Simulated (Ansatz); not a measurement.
## Short convergence ladders for the (100) slab of Hf2Ga (cut from a parent of space group no. 140; 12 atoms in the cell)

```xyz
12
Lattice="6.6983 0.0000 0.0000 0.0000 5.2566 0.0000 0.0000 0.0000 19.4061" Properties=species:S:1:pos:R:3 pbc="T T T"
Hf     4.3776     2.6283    12.4061
Hf     2.3207     2.6283    10.3491
Hf     4.3776     0.0000    10.3491
Hf     2.3207     0.0000    12.4061
Ga     0.0000     3.9424    11.3776
Ga     0.0000     1.3141    11.3776
Hf     1.0285     0.0000     9.0569
Hf     5.6699     0.0000     7.0000
Hf     1.0285     2.6283     7.0000
Hf     5.6699     2.6283     9.0569
Ga     3.3492     1.3141     8.0284
Ga     3.3492     3.9424     8.0284
```

Base method: LDA (PW92), default PAW files made with PBE (plane waves; Ansatz, a first-principles code).

Base settings: basis.ecutwfc = 420 eV; kpoints.mp_grid.grid = 3 3 1; hamiltonian.xc = lda; hamiltonian.pseudopotentials = {kind: paw} (the program's default PAW files); scf.occupations.method = fermi_dirac; scf.occupations.width = 0.1 eV.

The count of work is k-points × plane waves × bands × iterations; it is no time. Core times come from one kind of shared machine, to one figure; runs under 30 s give none.

**The vacuum**

The mesh stays at the base's, so the ladder's end is converged at best in this setting alone.

Only quantities that move along the ladder and can be compared are tabulated.

```csv
vacuum between outermost atoms (Å),free energy less the last step's (meV/atom),largest difference of a force vector from the last step's (eV/Å),count of work / last,core time / last (rough)
3.0,-279.09,1.521,0.19,–
4.0,-95.24,0.552,0.24,–
5.0,-30.25,0.195,0.27,–
6.0,-8.31,0.061,0.29,–
7.0,-1.79,0.017,0.35,–
8.0,-0.25,0.006,0.38,–
10.0,0.03,0.001,0.44,–
12.0,0.01,0.000,0.49,0.5
14.0,0.01,0.000,0.55,0.5
17.0,0.01,0.000,0.63,0.6
20.0,0.01,0.000,0.72,0.7
25.0,0.00,0.000,0.77,0.8
30.0,0.00,0.000,1.0,1
```

Smallest vacuum between outermost atoms (Å) that holds the forces within 0.02 eV/Å of the last step, with all finer ones: 7.0, at 0.35 of the last step's count of work; the step before is off by 0.061 eV/Å.

Smallest vacuum between outermost atoms (Å) that holds the free energy within 0.5 meV/atom of the last step, with all finer ones: 8.0, at 0.38 of the last step's count of work; the step before is off by 1.8 meV/atom.

**The k-point mesh**

Only quantities that move along the ladder and can be compared are tabulated.

```tsv
kpoints.mp_grid.grid	free energy less the last step's (meV/atom)	largest difference of a force vector from the last step's (eV/Å)	count of work / last	core time / last (rough)
1 1 1	-79.89	0.965	0.017	–
1 2 1	21.44	0.440	0.029	–
2 2 1	-19.62	0.223	0.057	0.05
2 3 1	6.60	0.155	0.057	0.06
3 3 1	7.85	0.098	0.063	0.06
3 4 1	-3.07	0.038	0.086	0.08
4 5 1	0.10	0.017	0.14	0.1
4 6 1	0.19	0.017	0.19	0.2
5 6 1	0.14	0.011	0.19	0.2
6 8 1	0.05	0.004	0.32	0.3
7 9 1	0.02	0.001	0.32	0.3
8 10 1	-0.02	0.000	0.48	0.4
9 12 1	0.00	0.000	0.56	0.5
11 14 1	0.00	0.000	0.76	0.7
13 16 1	0.00	0.000	1.0	1
```

Coarsest kpoints.mp_grid.grid that holds the forces within 0.01 eV/Å of the last step, with all finer ones: 6 8 1, at 0.32 of the last step's count of work and about 0.3 of the last step's time; the step before is off by 0.011 eV/Å.

Coarsest kpoints.mp_grid.grid that holds the free energy within 5 meV/atom of the last step, with all finer ones: 3 4 1, at 0.086 of the last step's count of work and about 0.08 of the last step's time; the step before is off by 7.8 meV/atom.

**The plane-wave cutoff**

The mesh stays at the base's, so the ladder's end is converged at best in this setting alone.

Only quantities that move along the ladder and can be compared are tabulated.

| basis.ecutwfc | free energy less the last step's (meV/atom) | largest difference of a force vector from the last step's (eV/Å) | count of work / last | core time / last (rough) |
|---|---|---|---|---|
| 210 eV | 4709.36 | 0.308 | 0.12 | – |
| 250 eV | 1092.28 | 0.103 | 0.16 | – |
| 295 eV | 134.98 | 0.012 | 0.21 | – |
| 355 eV | 4.40 | 0.002 | 0.25 | – |
| 420 eV | 1.17 | 0.001 | 0.35 | 0.4 |
| 505 eV | 0.50 | 0.000 | 0.47 | 0.5 |
| 630 eV | 0.26 | 0.000 | 0.65 | 0.6 |
| 840 eV | 0.00 | 0.000 | 1.0 | 1 |

Coarsest basis.ecutwfc that holds the free energy within 2 meV/atom of the last step, with all finer ones: 420 eV, at 0.35 of the last step's count of work and about 0.4 of the last step's time; the step before is off by 4.4 meV/atom.

Coarsest basis.ecutwfc that holds the forces within 0.01 eV/Å of the last step, with all finer ones: 355 eV, at 0.25 of the last step's count of work; the step before is off by 0.012 eV/Å.

On the base run: the starting cell comes from a database of computed structures (which also holds hypothetical and non-ambient phases and stackings), without a prior relaxation at this level. The slab is cut from that crystal, and its faces are unrelaxed. Its lattice was rescaled by up to half a per cent. In the base run, forces exceed 1 eV/Å. Without a gap this mesh is coarse (it stands for a supercell whose shortest in-plane vector is 16 Å).

Keys are those of Ansatz 0.2.
